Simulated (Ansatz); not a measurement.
**InAs, element substitutions**

Base system: InAs in the zinc blende structure (space group F-43m, No. 216).

Space group F-43m (No. 216); a = b = c = 6.1084 Å, α = β = γ = 90.00°

```json
[
 {"atom": "As", "site": "4c", "symmetry": "-43m", "x": "0.2500", "y": "0.2500", "z": "0.2500"},
 {"atom": "In", "site": "4a", "symmetry": "-43m", "x": "0.0000", "y": "0.0000", "z": "0.0000"}
]
```
(The calculation used a cell of 2 atoms; values per cell refer to that cell.)

Each row replaces one element on all its sites; cell and atoms are relaxed.

Level of theory: Ansatz (a quantum-chemistry and plane-wave program), r2SCAN, PAW, cutoff 500 eV, no spin-orbit coupling, earlier PAW set.

Candidates:
(a) In → Ag
(b) As → Se
(c) In → Ga

Before the change:

The volume per atom is 28.49 Å³.

Problem. Order them by volume per atom, highest first.

Solution. (b) As → Se (34.56 Å³), (a) In → Ag (24.51 Å³), (c) In → Ga (22.73 Å³)

No phonon test of stability was made. As relaxed here, AgAs and InSe are hypothetical phases, not in the database extracts checked. The final runs are not spin-polarised. An odd electron count without spin: InSe.
